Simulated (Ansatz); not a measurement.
The structure below was relaxed with PBEsol/PAW in Ansatz (a first-principles code), scalar-relativistic without spin-orbit coupling.

Space group P6₃/mmc (No. 194); a = 2.4569 Å, b = 2.4569 Å, c = 4.3943 Å, α = 90.00°, β = 90.00°, γ = 120.00°

| atom | site | symmetry | x | y | z |
|---|---|---|---|---|---|
| Cr | 2d | -6m2 | 0.6667 | 0.3333 | 0.2500 |

Q: Write out a cell with all atoms.

A: 
```
Cr
1.0
    2.45691     0.00000     0.00000
   -1.22845     2.12774     0.00000
    0.00000     0.00000     4.39425
Cr
2
Cartesian
  0.00000   1.41849   3.29569
  1.22845   0.70925   1.09856
```
This is the conventional cell.

No phonon test of stability was made. Starting moments died away, wholly or in part, for Y → Cr; another magnetic solution may exist. All final runs are without spin polarisation. The cell was made from Y by this change: Y → Cr; the result is a model cell. Real Cr is antiferromagnetic at low temperature and ambient pressure, an order that this cell doesn't hold. This is not the structure that Cr has at room temperature and ambient pressure.
